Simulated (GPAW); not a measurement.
# Several settings converged on CaI₂ (P3m1, 3 atoms in the cell)

```yaml
crystal:
  lattice:
    - [4.55161, 0.00000, 0.00000]
    - [-2.27581, 3.94181, 0.00000]
    - [0.00000, 0.00000, 7.24588]
  atoms:
    - { symbol: Ca, position: [0.00000, 0.00000, 0.00690] }
    - { symbol: I, position: [0.33333, 0.66667, 0.24430] }
    - { symbol: I, position: [0.66667, 0.33333, 0.75570] }
```

Base method: PBEsol, GPAW PAW datasets PBEsol (made by gpaw-setup) (plane waves; GPAW).

Base settings: mode = pw; ecut = 550 eV; xc = PBEsol; kpts = 3 3 2; mesh shift (steps) = 0 0 0; occupations.name = fixed-uniform; nbands = -6; convergence.density = 1e-05 e/electron; convergence.energy = 1e-05 eV/electron; convergence.bands = -4.

The count of work is k-points × plane waves × bands × iterations; it is no time. Core times come from one kind of shared machine, to one figure; runs under 30 s give none.

**Shifted k-point meshes**

In this ladder: kpts_shift = 0.5 0.5 0.5.

Only quantities that move along the ladder and can be compared are tabulated.

```csv
kpts,free energy less the last step's (meV/atom),pressure (GPa),largest difference of a force vector from the last step's (eV/Å),count of work / last,core time / last (rough)
2 2 1,-15.58,-1.16,0.021,0.0043,–
2 2 2,-33.58,-1.40,0.043,0.0064,–
3 3 2,-3.66,-1.18,0.006,0.019,–
5 5 3,-0.10,-1.14,0.000,0.080,0.10
7 7 4,0.00,-1.14,0.000,0.20,0.3
9 9 5,0.00,-1.14,0.000,0.45,0.5
10 10 6,0.00,-1.14,0.000,0.63,0.8
12 12 7,0.00,-1.14,0.000,1.0,1
```

Coarsest kpts that holds the pressure within 0.2 GPa of the last step, with all finer ones: 3 3 2, at 0.019 of the last step's count of work; the step before is off by 0.26 GPa.

Coarsest kpts that holds the forces within 0.01 eV/Å of the last step, with all finer ones: 3 3 2, at 0.019 of the last step's count of work; the step before is off by 0.043 eV/Å.

Coarsest kpts that holds the free energy within 5 meV/atom of the last step, with all finer ones: 3 3 2, at 0.019 of the last step's count of work; the step before is off by 34 meV/atom.

**The width of Fermi-Dirac smearing**

In this ladder: occupations.name = fermi-dirac.

The mesh stays at the base's, so the ladder's end is converged at best in this setting alone.

Only quantities that move along the ladder and can be compared are tabulated.

| occupations.width | free energy less the last step's (meV/atom) | pressure (GPa) | largest difference of a force vector from the last step's (eV/Å) | gap on the mesh (eV) |
|---|---|---|---|---|
| 1 eV | -352.33 | 0.12 | 0.320 | 4.190 |
| 0.5 eV | -15.40 | -0.95 | 0.033 | 3.811 |
| 0.2 eV | -0.01 | -1.01 | 0.001 | 3.762 |
| 0.1 eV | 0.00 | -1.01 | 0.000 | 3.762 |
| 0.02 eV | 0.00 | -1.01 | 0.000 | 3.762 |

Widest occupations.width that holds the forces within 0.01 eV/Å of the last step, with all finer ones: 0.2 eV; the step before is off by 0.033 eV/Å.

Widest occupations.width that holds the pressure within 0.5 GPa of the last step, with all finer ones: 0.5 eV; the step before is off by 1.1 GPa.

Widest occupations.width that holds the free energy within 1 meV/atom of the last step, with all finer ones: 0.2 eV; the step before is off by 15 meV/atom.

On the base run: the starting cell comes from a database of computed structures (which also holds hypothetical and non-ambient phases and stackings), without a prior relaxation at this level. Its lattice was rescaled by up to half a per cent. One atom was moved a little off its site on purpose. Spin-orbit coupling is off. Another mesh or the band path of this cell gives a smaller gap, so this value is not converged in the mesh.
